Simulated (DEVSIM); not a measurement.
Device: Schottky contact on n-type GaP, at 400 K.

| layer (left to right) | material | thickness (μm) | Nd (cm⁻³) | τn (s) | τp (s) |
|---|---|---|---|---|---|
| 1 | GaP | 8.30 | 1.1e15 | 8.9e-7 | 8.9e-7 |

Left contact: Schottky, work function 4.79 eV, emission velocity 9e6 cm/s. Right contact: ohmic. Voltage is applied to the left contact. Recombination: SRH at mid-gap. Mobility is μmin + (μ − μmin)/(1 + (N/Nref)^α).

The device is made up for the run: typed textbook-type constants, with dimensions and the other settings drawn at random. Values at 300 K; Nc and Nv go as T^1.5, mobilities as T to minus their exponent, the gap by Varshni's rule with the affinity fixed.

```
parameter             GaP
----------------  -------
gap (eV)             2.26
affinity (eV)         3.8
permittivity         11.1
Nc (cm⁻³)          1.8e19
Nv (cm⁻³)          1.9e19
μn (cm²/Vs)           250
μp (cm²/Vs)           150
μn,min                 10
μp,min                 10
Nref,n             4.4e18
Nref,p               1e18
αn                    0.8
αp                   0.85
T exponent of μn      1.6
T exponent of μp     1.98
Varshni α (eV/K)  0.00058
Varshni β (K)         372
```

Simulated with DEVSIM: 1D drift-diffusion, Boltzmann statistics, complete ionisation; no tunnelling, impact ionisation, image-force lowering or self-heating. Metal contacts follow the ideal Schottky-Mott rule: no Fermi-level pinning, no interface dipoles.

Tabulate band edges, carrier densities and field at 1.15 V on the left contact.

Energies count from the Fermi level of the right contact; mesh points crowd at the junctions.

```tsv
x (μm)	Ec (eV)	Ev (eV)	n (cm⁻³)	p (cm⁻³)	field (V/cm)
0.000	-0.160	-2.377	1.3e13	10000	-2900
0.01359	-0.164	-2.381	4.6e13	8900	-2700
0.03482	-0.169	-2.387	1.0e14	7500	-2300
0.06799	-0.176	-2.393	2.1e14	6000	-1800
0.1452	-0.186	-2.404	4.7e14	4100	-850
0.2405	-0.190	-2.408	7.4e14	3200	-96
0.3894	-0.187	-2.404	9.8e14	2700	440
0.7360	-0.166	-2.384	1.1e15	2600	670
1.164	-0.137	-2.355	1.1e15	2500	680
1.832	-0.092	-2.309	1.1e15	2500	680
2.876	-0.020	-2.238	1.1e15	2500	680
5.052	0.128	-2.090	1.1e15	2500	680
6.230	0.208	-2.009	1.1e15	2500	680
6.984	0.260	-1.958	1.1e15	2300	680
7.565	0.299	-1.918	1.1e15	1900	680
7.838	0.318	-1.900	1.1e15	1500	680
8.013	0.330	-1.888	1.1e15	1100	680
8.125	0.337	-1.880	1.1e15	730	680
8.216	0.344	-1.874	1.1e15	380	680
8.255	0.346	-1.871	1.1e15	210	680
8.280	0.348	-1.869	1.1e15	< 1e2	680
8.300	0.349	-1.868	1.1e15	< 1e2	680
```
